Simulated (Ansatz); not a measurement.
ZrB2 (P6/mmm), Ansatz (a program for electronic structure) with PBEsol, DFPT electron-phonon coupling, linearised Boltzmann equation: phonon-limited resistivity 4.42 μΩ·cm at 300 K along x (a = (3.15, 0.00, 0.00) Å; b = (-1.58, 2.73, 0.00) Å; c = (0.00, 0.00, 3.51) Å), 6.88 μΩ·cm at 400 K.

Task: Estimate the electronic thermal conductivity at 300 K by the Wiedemann-Franz law (L₀ = 2.44×10⁻⁸ W·Ω/K²).

Result: L₀T/ρ = 2.44×10⁻⁸ × 300/(4.42×10⁻⁸) = 166 W/(m·K). Inelastic scattering puts the true Lorenz number somewhat under L₀ near and below the Debye temperature.

Task: What temperature coefficient of resistance follows, and how does it compare with 1/T?

Result: (ρ₄₀₀ − ρ₃₀₀)/(100 K × ρ₃₀₀) = 5.57×10⁻³ K⁻¹, against 1/T = 3.33×10⁻³ K⁻¹ for a resistivity proportional to T. It lies higher because phonons are still being populated at 300 K; impurities would add a constant and lower it.

Task: What is the classical skin depth at 100 GHz (nonmagnetic, μ₀ = 1.257×10⁻⁶ H/m)?

Result: δ = √(ρ/(π f μ₀)) = 335 nm.

A metal at this level (no band gap). Only scattering by harmonic phonons is included (no impurities, grain boundaries, electron-electron scattering or thermal expansion). Spin-orbit coupling is left out. Halving the electron mesh (32x32x24) moves the resistivity by up to 2 % at 300 K. Smearing 0.20 eV; phonons on a 5x5x4 q mesh, which this run doesn't test.
